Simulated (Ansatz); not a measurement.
Carrier doping in PbTe

Consider PbTe in the rock salt structure (space group Fm-3m, No. 225; a = 6.569 Å).

Carriers are added at fixed cell with a uniform background; the Fermi–Dirac width is that of 300 K.

Method: Ansatz (a program for electronic structure), PBE, PAW, cutoff 420 eV, no SOC.

Notes on the quantities. Fermi level from band edge: Fermi level relative to the doped band's edge (positive inside the band; to 0.05 eV).

```json
[
 {"electron density (10^21 cm⁻³)": "0.5", "Fermi level from band edge (eV)": "0.30"},
 {"electron density (10^21 cm⁻³)": "1.5", "Fermi level from band edge (eV)": "?"},
 {"electron density (10^21 cm⁻³)": "3", "Fermi level from band edge (eV)": "0.60"},
 {"electron density (10^21 cm⁻³)": "7", "Fermi level from band edge (eV)": "0.80"}
]
```

### Question
Fit E_F = C n^s, fitted as a line in log–log form (a parabolic band gives s = 2/3) to the rows shown and predict the withheld row.

### Answer
Least squares on the printed values gives C = 0.39 eV, s = 0.37 (largest residual 0.01 eV); this predicts 0.45 eV, and the run gives 0.45 eV, in agreement.

Carriers are added with a uniform compensating background; total energy and stress of such cells depend on the potential's zero and are not compared; many-body gap narrowing is missing at this level. Stability against distortions was not tested.
